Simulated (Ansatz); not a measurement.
Al2O3 (R-3, No. 148, 10 atoms in the cell; start mp-754624; a measured phase of this formula has another space group), treated with r²SCAN+rVV10 (Ansatz, a first-principles code, PAW).

Settings: plane-wave cutoff 560 eV, 8×8×8 k mesh, Fermi–Dirac smearing 0.01 eV, scalar-relativistic PAW data made under PBE.

Cell (relaxed at this level):

```xyz
10
Lattice="2.3976 1.3843 4.4541 -2.3976 1.3843 4.4541 0.0000 -2.7686 4.4541" Properties=species:S:1:pos:R:3 pbc="T T T"
Al     0.0000     0.0000     0.0000
Al     0.0000     0.0000     6.6811
Al     0.0000     0.0000     4.0938
Al     0.0000     0.0000     9.2684
O     -1.4705    -0.0507     7.9052
O      1.4705     0.0507     5.4570
O      0.6914     1.2988     7.9052
O     -0.6914    -1.2988     5.4570
O      0.7791    -1.2481     7.9052
O     -0.7791     1.2481     5.4570
```

Question: What does this level give for the band gap?

Answer: 
- band gap: 6.89 eV (on the SCF k mesh)

Note: the relaxation could not lower the start's symmetry, so the cell can be a saddle point above a distorted one.

Computing time: about 4 core-minutes (a rough figure).

A start named mp-… is a Materials Project structure, which need not be a measured phase.
